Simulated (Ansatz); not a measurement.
The starting structures come from a database of crystals and need not be the phases stable at ambient conditions.

```
CELL_PARAMETERS angstrom
      5.89516     0.00000     0.00000
      0.00000     6.23923     0.00000
      1.32289     0.00000     5.77737
ATOMIC_POSITIONS crystal
  Li 0.67298 0.36114 0.34508
  Li 0.32702 0.63886 0.65492
  Li 0.82702 0.86114 0.65492
  Li 0.17298 0.13886 0.34508
  La 0.80578 0.43156 0.79999
  La 0.19422 0.56844 0.20001
  La 0.69422 0.93156 0.20001
  La 0.30578 0.06844 0.79999
  O  0.98663 0.23937 0.08706
  O  0.01337 0.76063 0.91294
  O  0.51337 0.73937 0.91294
  O  0.48663 0.26063 0.08706
  O  0.20832 0.36782 0.57182
  O  0.79168 0.63218 0.42818
  O  0.29168 0.86782 0.42818
  O  0.70832 0.13218 0.57182
```

Space group of this cell: P2_1/c. The cell is taken as given; by r2SCAN its mean pressure is -2.0 GPa.

Transport runs along the normal of the first two printed cell vectors.

The gap is the functional's own. No spin-orbit coupling. Mid-gap values are interpolated on the energy grid.

Task: State the band gap and the smallest decay constant κ at mid-gap according to r2SCAN in Ansatz (a first-principles code).

Result: Gap 4.20 eV on a 6×6×6 mesh; κ = 0.407 1/Å, at the zone centre.
